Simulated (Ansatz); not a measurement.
Structures of equal composition on the (111) surface of diamond (C plane on top): (√3x√3)R30° Al adatom at H3; (√3x√3)R30° Al adatom at T4. The slabs share one bottom face, and each structure is named by its start. These are constructed structures in small cells; real faces may alloy, dewet or reconstruct in larger ones, and not all known structures of the face are among them. Slabs of about 9 Å, Fermi-Dirac smearing of 0.025 eV. Bottom of the slabs: H caps. Relaxed from the named starts with such symmetry as they have, on meshes of like density; energies extrapolated to zero smearing; spin only where a row says so; no spin-orbit coupling, no U. Brackets mark spin-polarised runs, whose order is one that fits the cell. Where a second, spin-polarised start was run, the lower counts.

Calculation: r2SCAN, at the PBE geometry (plane waves to 500 eV, PAW; Ansatz, a quantum-chemistry and plane-wave program).

Task: Rank these by energy per 1x1 cell (lowest first), as r2SCAN, at the PBE geometry gives it.

Result: (√3x√3)R30° Al adatom at T4 (0.000 eV), (√3x√3)R30° Al adatom at H3 (0.082 eV)
